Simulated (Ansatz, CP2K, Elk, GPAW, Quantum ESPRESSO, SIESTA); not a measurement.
CdS (F-43m, 2 atoms in the cell) computed with different codes at matched settings

Self-consistent single point.

```yaml
crystal:
  lattice:
    - [0.00000, 2.95502, 2.95502]
    - [2.95502, 0.00000, 2.95502]
    - [2.95502, 2.95502, 0.00000]
  atoms:
    - { symbol: Cd, position: [0.00000, 0.00000, 0.00000] }
    - { symbol: S, position: [0.25000, 0.25000, 0.25000] }
```

All programs got the same cell, k-point mesh and kind of occupations (some realise fixed ones as a very narrow smearing) (in Ansatz's words: kpoints.mp_grid.grid = 7 7 7; scf.occupations.method = fixed); potentials, basis and cutoffs are each program's usual ones.

```tsv
code	model	pressure (GPa)	gap on the mesh (eV)	k-points	cutoff
SIESTA	GGA PBE, numerical atomic orbitals DZP, PseudoDojo PBE standard norm-conserving potentials (rewritten from UPF to PSML)	-2.44	1.256	172	grid 400 Ry
CP2K	PBE, GPW, DZVP-MOLOPT-SR-GTH basis, GTH-PBE potentials (GTH_POTENTIALS)	1.56	1.026	172	grid 500 Ry
Ansatz	PBE, default PAW files	0.42	1.060	20	420 eV
Elk	PBE, all-electron FP-LAPW, Elk's shipped species files, APW+lo basis with extra local orbitals	–	1.008	30	rgkmax 7.5
Quantum ESPRESSO	PBE, SSSP 1.1.2 efficiency (PBE) pseudopotentials	-0.17	1.034	20	45 Ry
GPAW	PBE, GPAW PAW datasets PBE (gpaw-data 1.0.1)	0.16	1.043	20	550 eV
```

A dash marks a value that a program does not give, or that is left out as unsure.

Gaps are read on the mesh.

The spread over the programs that give each value: pressure within 4.00 GPa; gap on the mesh within 0.248 eV.

The starting cell comes from a database of computed structures (which also holds hypothetical and non-ambient phases and stackings), without a prior relaxation at this level. Its lattice was rescaled by a random factor within 2.5 % of one.

### Question
Why do the programs differ, and what cannot be compared?

### Answer
Differences of this kind can come from the potentials, where these differ, and from what each basis and cutoff leave unconverged. The valence holds different numbers of electrons (SIESTA 26, CP2K 18, Ansatz (a first-principles code) 26, Quantum ESPRESSO 18, GPAW 18). The zero of total energies and Fermi levels follows the potentials and each program's conventions, so they are not compared here. SIESTA and CP2K use small atom-centred bases, whose incompleteness enters pressures, forces and empty levels differently from a plane-wave cutoff. Elk treats all electrons, but the usual bases taken here (sphere radii, linearisation, local orbitals, empty states) were not tested for convergence, so the values are no reference for the others. Ansatz's pressure is given at a fixed set of plane waves, as the other plane-wave codes print theirs; with its correction for the finite basis it is 0.46 GPa. The programs reduce the same mesh by symmetry to different extents, which changes the work and not the result. In the pressure, SIESTA (by 2.60) and CP2K (by 1.40) lie more than 1 GPa from the median of the plane-wave programs. In the gap, SIESTA (by 0.213) lies more than 0.12 eV from the median of the plane-wave programs.

Left out of this page: ABINIT (failed or unconverged); FLEUR (with a known weakness of the program).

Keys are those of Ansatz 0.2.
